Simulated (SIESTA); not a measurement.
SIESTA run on the (001) slab of Tl2Pd (cut from a parent of space group no. 15; 6 atoms in the cell): self-consistent single point.

Method of the run: SIESTA with GGA PBEsol, numerical atomic orbitals DZP, PseudoDojo PBEsol standard norm-conserving potentials (rewritten from UPF to PSML).

```yaml
crystal:
  lattice:
    - [5.58512, 0.00000, 0.00000]
    - [-4.12285, 5.39030, 0.00000]
    - [0.00000, 0.00000, 16.96089]
  atoms:
    - { symbol: Pd, position: [0.67882, 0.83861, 0.56542] }
    - { symbol: Pd, position: [0.10086, 0.05123, 0.43458] }
    - { symbol: Tl, position: [0.08151, 0.70685, 0.54355] }
    - { symbol: Tl, position: [0.69817, 0.18299, 0.45644] }
    - { symbol: Tl, position: [0.27613, 0.30416, 0.58729] }
    - { symbol: Tl, position: [0.50355, 0.58568, 0.41271] }
```

Reference input (self-consistent single point, DFT, GGA PBEsol, numerical atomic orbitals DZP, PseudoDojo PBEsol standard norm-conserving potentials (rewritten from UPF to PSML)): XC.functional = GGA; XC.authors = PBEsol; potentials = PseudoDojo PBEsol standard; PAO.BasisSize = DZP; PAO.EnergyShift = 0.01 Ry; MeshCutoff = 350 Ry; kgrid.MonkhorstPack = 4 3 1; OccupationFunction = FD; ElectronicTemperature = 100 meV; MaxSCFIterations = 150; SCF.Mixer.Method = Broyden; SCF.Mixer.Weight = 0.1. This run's input differs from it in these lines:

```diff
@@ -32,4 +32,4 @@
 %block kgrid.MonkhorstPack
-    4   0   0  0.0
-    0   3   0  0.0
+    6   0   0  0.0
+    0   5   0  0.0
     0   0   1  0.0
```

The program printed (abridged):

```
        iscf     Eharris(eV)        E_KS(eV)     FreeEng(eV)     dDmax    Ef(eV) dHmax(eV)
   scf:    1   -13926.913905   -13934.148640   -13934.255116  0.954120 -3.670308  5.686526
   scf:    2   -13937.779709   -13936.160927   -13936.276095  0.045589 -3.682888  3.622704
   scf:    3   -13937.620245   -13937.328750   -13937.468172  0.080482 -3.720281  1.988384
   scf:    4   -13934.727596   -13936.632088   -13936.745685  0.113848 -4.040710  4.797317
   scf:    5   -13934.856397   -13937.058211   -13937.216031  0.078258 -3.817645  3.502323
   [... 3 lines left out ...]
   scf:    9   -13937.678136   -13937.678735   -13937.817308  0.000956 -3.893427  0.008092
   scf:   10   -13937.678857   -13937.678801   -13937.817330  0.000460 -3.890465  0.009268
   scf:   11   -13937.678638   -13937.678722   -13937.817338  0.000481 -3.886880  0.001933
   scf:   12   -13937.678724   -13937.678723   -13937.817339  0.000067 -3.886635  0.000763
SCF Convergence by DM+H criterion
max |DM_out - DM_in|         :     0.0000668171
max |H_out - H_in|      (eV) :     0.0007625503
SCF cycle converged after 12 iterations

Using DM_out to compute the final energy and forces

siesta: E_KS(eV) =           -13937.6787

siesta: E_KS - E_eggbox =    -13937.6787

siesta: Atomic forces (eV/Ang):
     1    0.088572   -0.197627   -0.472773
     2   -0.087518    0.197971    0.472783
     3    0.044722    0.228303    0.105225
     4   -0.044897   -0.228171   -0.105226
     5   -0.120220   -0.100251    0.360216
     6    0.120261    0.100125   -0.360431
   Tot    0.000920    0.000350   -0.000207
   Max    0.472783
   Res    0.233309    sqrt( Sum f_i^2 / 3N )
   Max    0.472783    constrained

   [... lines left out ...]
siesta: FreeEng =    -13937.817339
   [... lines left out ...]

siesta: Cell volume =        510.616409 Ang**3

siesta: Pressure (static):
siesta:                Solid            Molecule  Units
siesta:          -0.00007324         -0.00007246  Ry/Bohr**3
siesta:          -0.00672414         -0.00665273  eV/Ang**3
siesta:         -10.77326524        -10.65885141  kBar

siesta: Electric dipole (a.u.)  =    0.000000    0.000000    0.000020
siesta: Electric dipole (Debye) =    0.000000    0.000000    0.000050
```

The run converged in 12 iterations. Against the reference run the free energy goes up by 5.7 meV/atom and the largest force goes from 0.571 to 0.520 eV/Å.

The starting cell comes from a database of computed structures (which also holds hypothetical and non-ambient phases and stackings), without a prior relaxation at this level. The slab is cut from that crystal, and its faces are unrelaxed. Its lattice was rescaled by up to half a per cent. Spin polarisation is off. Values carry the incompleteness of an atom-centred basis.
